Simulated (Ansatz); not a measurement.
**Effective masses and thermopower of WSe2 under load (space group P6_3/mmc)**

Consider the following.

```yaml
crystal:
  lattice:
    - [3.18565, 0.00000, 0.00000]
    - [-1.59283, 2.75886, 0.00000]
    - [0.00000, 0.00000, 12.05771]
  atoms:
    - { symbol: W, position: [0.66667, 0.33333, 0.75000] }
    - { symbol: W, position: [0.33333, 0.66667, 0.25000] }
    - { symbol: Se, position: [0.33333, 0.66667, 0.88991] }
    - { symbol: Se, position: [0.66667, 0.33333, 0.11009] }
    - { symbol: Se, position: [0.66667, 0.33333, 0.38991] }
    - { symbol: Se, position: [0.33333, 0.66667, 0.61009] }
```

Method: PBEsol+D3BJ with spin-orbit coupling, rigid bands (plane waves, PAW; Ansatz, an electronic-structure program). Condition of this run: hydrostatic pressure 5 GPa (the target of the relaxation). Geometry: cell and atoms relaxed with PBEsol+d3bj, then loaded as said.

```json
{
 "band_gap": "0.39 eV",
 "electron conductivity mass (300 K, dilute)": "0.39 (x), 0.39 (y), 0.32 (z) mₑ",
 "hole conductivity mass (300 K, dilute)": "0.49 (x), 0.49 (y), 1.73 (z) mₑ",
 "effective density of states N_c (300 K)": "3.4e19 cm⁻³",
 "effective density of states N_v (300 K)": "1.6e19 cm⁻³",
 "density_of_states_mass_electrons": "1.21 mₑ",
 "density_of_states_mass_holes": "0.74 mₑ",
 "Seebeck coefficient, n-type 1e19 cm⁻³, 300 K": "-318 μV/K",
 "best n-type power factor at 300 K for τ = 10 fs (best axis; densities from 1e16 to 1e21 cm⁻³ tried, whether or not they can be reached)": "16.1 μW/(cm·K²) at 1e20 cm⁻³",
 "Seebeck coefficient, p-type 1e19 cm⁻³, 300 K": "261 μV/K"
}
```

Rigid bands; masses and Seebeck coefficients take one relaxation time τ for all states and one kind of carrier; polarons and phonon drag are left out. Geometry: cell and atoms relaxed with PBEsol+D3(BJ).

PBEsol with a dispersion correction tends to overbind, so the cell can be several per cent short, in bad cases over ten, which usually narrows a gap: WSe2 under load (space group P6_3/mmc).
